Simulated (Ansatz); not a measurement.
Base system: Ir in the fcc (Cu type) structure (space group Fm-3m, No. 225; a = 3.8311 Å; relaxed with 0.1 eV smearing). Axes: x, y, z lie along the cube axes.

Calculations: Kohn–Sham DFT with the PBEsol functional, run in Ansatz (a program for electronic structure) with PAW and 420 eV plane waves, no spin-orbit coupling.

One thing is altered: uniaxial strain ε_zz = −2.00 %, all other strain components held at zero; the atoms relax in the strained cell.

Question: Predict the stress tensor and what it implies for the stiffness.

Answer: Stress of the strained cell less that of the base (GPa, compression positive):
```
    5.6     0.0     0.0
    0.0     5.6     0.0
    0.0     0.0    13.7
```

Then −Δσ_ii/ε with ε = -0.0200 gives secant stiffness values (nonlinear terms included at this strain): C33 ≈ 685 GPa, C13 ≈ 279 GPa and C23 ≈ 279 GPa.

As a check, the harmonic strain energy −½ V₀ Δσ:ε is 12 meV/atom; the computed energy rise is 12 meV/atom.

Stability against distortions was not tested. The final runs are not spin-polarised.
